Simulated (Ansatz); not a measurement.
Start from SrO in the rock salt structure (space group Fm-3m, No. 225; a = 5.1599 Å).

Calculations: Ansatz (a first-principles code), r2SCAN, PAW, cutoff 500 eV, without spin-orbit coupling.

Base values:

- Lattice parameter a: 5.160 Å
- Band gap: 3.80 eV

It is then changed as follows: Te takes the place of O on all its sites, then cell and atoms are relaxed.

Predict the new lattice parameter a.

The lattice parameter a grows by 1.546 Å (5.160 Å → 6.706 Å).

Estimate the effect on the band gap.

The band gap falls by 1.63 eV (3.80 eV → 2.17 eV).

Spin-orbit coupling, missing from the scalar runs, can matter with Te. Stability against distortions was not tested.
